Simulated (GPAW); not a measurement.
A self-consistent single point of Co (P6_3/mmc, 4 atoms in the cell) with GPAW.

Method of the run: PBE, GPAW PAW datasets PBE (gpaw-data 1.0.1) (plane waves; GPAW).

```yaml
crystal:
  lattice:
    - [2.46636, 0.00000, 0.00000]
    - [-1.23318, 2.13593, 0.00000]
    - [0.00000, 0.00000, 8.07448]
  atoms:
    - { symbol: Co, position: [0.00000, 0.00000, 0.00000], spin: 3.0 }
    - { symbol: Co, position: [0.00000, 0.00000, 0.50000], spin: 3.0 }
    - { symbol: Co, position: [0.33333, 0.66667, 0.25000], spin: 3.0 }
    - { symbol: Co, position: [0.66667, 0.33333, 0.75000], spin: 3.0 }
```
(The spins are starting values, not results.)

Reference input (self-consistent single point, DFT PBE, plane waves, GPAW PAW datasets PBE (gpaw-data 1.0.1)): spinpol = true; mode = pw; ecut = 850 eV; xc = PBE; kpts = 14 14 4; mesh shift (steps) = 0 0 0; occupations.name = fermi-dirac; occupations.width = 0.1 eV; nbands = -10; convergence.density = 1e-05 e/electron; convergence.energy = 1e-05 eV/electron; symmetry.symmorphic = false. This run's input differs from it in these lines:

```diff
@@ -19,3 +19,3 @@
             xc='PBE',
-            kpts={'size': (14, 14, 4), 'gamma': True},
+            kpts=(1, 1, 1),
             occupations={'name': 'fermi-dirac', 'width': 0.1},
```

Log, with long lists cut:

```
     iter     time        total  log10-change:  magmom
                         energy   eigst   dens
iter:   1 --:--:--   -49.330898                   +12.0189
iter:   2 --:--:--   -50.609425   -1.22  -1.27    +12.0044
iter:   3 --:--:--   -50.887158   -2.00  -1.30    +11.9986
iter:   4 --:--:--   -51.490816   -2.16  -1.34    +11.9975
iter:   5 --:--:--   -51.094675   -2.48  -1.32    +11.9981
   [... 91 lines left out ...]
iter:  97 --:--:--   -50.449404   -1.27  -1.36    +11.9998
iter:  98 --:--:--   -50.559728   -1.81  -1.40    +11.9998
iter:  99 --:--:--   -50.699306   -1.84  -1.50    +11.9999
iter: 100 --:--:--   -49.542785   -2.75  -1.44    +12.0001

Did not converge!

Here are some tips:

1) Make sure the geometry and spin-state is physically sound.
2) Use less aggressive density mixing.
3) Solve the eigenvalue problem more accurately at each scf-step.
4) Use a smoother distribution function for the occupation numbers.
5) Try adding more empty states.
6) Use enough k-points.
7) Don't let your structure optimization algorithm take too large steps.
8) Solve the Poisson equation more accurately.
9) Better initial guess for the wave functions.

See details here:

    https://gpaw.readthedocs.io/documentation/convergence.html
Traceback (most recent call last):
   [... frames left out ...]
gpaw.KohnShamConvergenceError: Did not converge!  See text output for help.
```

The run ended unconverged after 100 iterations. 

The starting cell comes from a database of computed structures (which also holds hypothetical and non-ambient phases and stackings), without a prior relaxation at this level. Its lattice was rescaled by a random factor within 2.5 % of one.

Cost on one core of a shared machine: roughly 60 s.
